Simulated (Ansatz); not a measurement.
The parent structure is CdS in the wurtzite structure (space group P6_3mc, No. 186; a = 4.124 Å, c = 6.708 Å). Axes: x lies along a and z along c of the hexagonal cell.

Calculations: DFT with PBEsol, PAW potentials and a 420 eV plane-wave cutoff in Ansatz (a first-principles code), without spin-orbit coupling.

Base values:

The band gap is 1.09 eV and the gap character is direct at Γ. The valence-band top at Γ is 0.00, 0.00, -0.05 eV.

One thing is altered: uniaxial strain ε_zz = +0.60 %, all other strain components held at zero; the atoms relax in the strained cell.

Q: How does this affect the band gap?

A: The band gap decreases by 0.02 eV (1.09 eV → 1.07 eV).

Q: What happens to the gap character?

A: The gap character stays direct at Γ.

Q: Estimate the effect on the valence-band top at Γ.

A: The valence-band top at Γ (three highest levels, from the VBM) becomes 0.00, 0.00, -0.07 eV (base: 0.00, 0.00, -0.05 eV).

Q: What does the calculation give for the stress after the change?

A: The stress (xx, yy, zz, yz, xz, xy; compression positive) comes out as (-0.27, -0.27, -0.55, 0.00, 0.00, 0.00) GPa.

Stability against distortions was not tested.
